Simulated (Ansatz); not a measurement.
Electronic density of states of amorphous Si34N36, density 2.89 g/cm³, on a 2×2×2 Γ-centred mesh with a Gaussian width of 0.1 eV; energies count from the Fermi level, whose place inside the gap is arbitrary. Cell and mesh are small, so fine structure isn't converged. Calculation: PBE, scalar-relativistic without spin-orbit coupling (plane waves to 420 eV, PAW; Ansatz, a quantum-chemistry and plane-wave program). Sampling: a 2×2×2 Γ-centred mesh; Fermi-Dirac width 0.02 eV; no spin polarisation. The usual formal charges leave 28 electrons over, so the level spacing at the Fermi energy parts defect or band states and needn't be the band gap. At PBE the levels at the filled edge of the gap are localised (band-tail or defect states), and the nearest spread-out levels lie 1.7 eV apart at the zone centre.

Preparation: random packing, a CHGNet melt and quench, and a DFT relaxation. N atoms were pushed apart under 1.9 Å during the dynamics, to hinder bonds among them. It is the lowest in DFT energy of 2 quenches. It is a model cell: composition and starting density were chosen by hand, and all elements were melted together. No dispersion term was used. A short ab initio anneal came between quench and relaxation. Its density started from a set value of 2.98 and ended at 2.89 g/cm³. The simulated quench (nominally 300 K/ps over its main leg) is rapid and tends to freeze in more defects than a deposited or slowly cooled glass has. A cell of this size samples the disorder only roughly. The volume was free in the relaxation, at fixed shape. Stress components on the final sampling reach 5.6 GPa. On a 2×2×2 Γ-centred mesh force components of up to 0.16 eV/Å stay, since the relaxation ran on the zone centre alone.

```tsv
E - EF (eV)	states/(eV atom)
-12.00	0.00
-11.90	0.00
-11.80	0.00
-11.70	0.00
-11.60	0.00
-11.50	0.00
-11.40	0.00
-11.30	0.00
-11.20	0.01
-11.10	0.07
-11.00	0.13
-10.90	0.12
-10.80	0.19
-10.70	0.18
-10.60	0.16
-10.50	0.26
-10.40	0.30
-10.30	0.21
-10.20	0.17
-10.10	0.23
-10.00	0.25
-9.90	0.23
-9.80	0.29
-9.70	0.32
-9.60	0.29
-9.50	0.28
-9.40	0.25
-9.30	0.23
-9.20	0.22
-9.10	0.24
-9.00	0.25
-8.90	0.28
-8.80	0.28
-8.70	0.28
-8.60	0.25
-8.50	0.24
-8.40	0.24
-8.30	0.27
-8.20	0.30
-8.10	0.29
-8.00	0.26
-7.90	0.29
-7.80	0.33
-7.70	0.28
-7.60	0.29
-7.50	0.32
-7.40	0.32
-7.30	0.33
-7.20	0.35
-7.10	0.39
-7.00	0.40
-6.90	0.33
-6.80	0.36
-6.70	0.41
-6.60	0.44
-6.50	0.41
-6.40	0.43
-6.30	0.41
-6.20	0.41
-6.10	0.42
-6.00	0.40
-5.90	0.43
-5.80	0.50
-5.70	0.51
-5.60	0.48
-5.50	0.44
-5.40	0.48
-5.30	0.46
-5.20	0.43
-5.10	0.44
-5.00	0.43
-4.90	0.48
-4.80	0.44
-4.70	0.40
-4.60	0.41
-4.50	0.42
-4.40	0.41
-4.30	0.39
-4.20	0.39
-4.10	0.45
-4.00	0.41
-3.90	0.34
-3.80	0.37
-3.70	0.40
-3.60	0.38
-3.50	0.31
-3.40	0.37
-3.30	0.48
-3.20	0.46
-3.10	0.42
-3.00	0.38
-2.90	0.40
-2.80	0.39
-2.70	0.40
-2.60	0.45
-2.50	0.35
-2.40	0.32
-2.30	0.34
-2.20	0.31
-2.10	0.27
-2.00	0.33
-1.90	0.39
-1.80	0.37
-1.70	0.32
-1.60	0.32
-1.50	0.35
-1.40	0.32
-1.30	0.27
-1.20	0.26
-1.10	0.17
-1.00	0.12
-0.90	0.17
-0.80	0.25
-0.70	0.22
-0.60	0.09
-0.50	0.02
-0.40	0.00
-0.30	0.00
-0.20	0.00
-0.10	0.00
0.00	0.00
0.10	0.00
0.20	0.00
0.30	0.00
0.40	0.00
0.50	0.02
0.60	0.10
0.70	0.12
0.80	0.04
0.90	0.03
1.00	0.06
1.10	0.11
1.20	0.11
1.30	0.12
1.40	0.14
1.50	0.11
1.60	0.13
1.70	0.14
1.80	0.18
1.90	0.19
2.00	0.20
2.10	0.23
2.20	0.20
2.30	0.20
2.40	0.25
2.50	0.22
2.60	0.27
2.70	0.34
2.80	0.30
2.90	0.28
3.00	0.31
3.10	0.34
3.20	0.35
3.30	0.35
3.40	0.35
3.50	0.35
3.60	0.34
3.70	0.35
3.80	0.35
```

The level spacing at the Fermi energy on this mesh is 1.19 eV; the broadening fills part of it in the curve.
